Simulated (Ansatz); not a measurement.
For ZrB₂ (model structure, P6₃/mmc, No. 194, 6 atoms in the cell), PBE-D3(BJ) in Ansatz (plane waves, PAW) gives:

equilibrium lattice constant a: 3.046 Å
lattice parameter c: 8.494 Å

Problem. What does r²SCAN+rVV10 (plane waves, PAW; Ansatz, a first-principles code) give for the same quantities?

Solution. 
- lattice constant a: 3.077 Å (increases by 1.0 %)
- lattice parameter c: 8.524 Å (goes up by 0.4 %)

Changes are worked out from the printed values.

Unless a cell is named, each level is at its own relaxed cell (PBE-D3(BJ) 11.37, r²SCAN+rVV10 11.65 Å³/atom).

Ansatz's density-functional and Hartree–Fock values are scalar-relativistic unless marked +SOC, with PAW data made under PBE.

A model structure was made by putting elements into a prototype or built by hand; it is no filed structure, need not be a known phase, and can be a saddle point held by its symmetry.
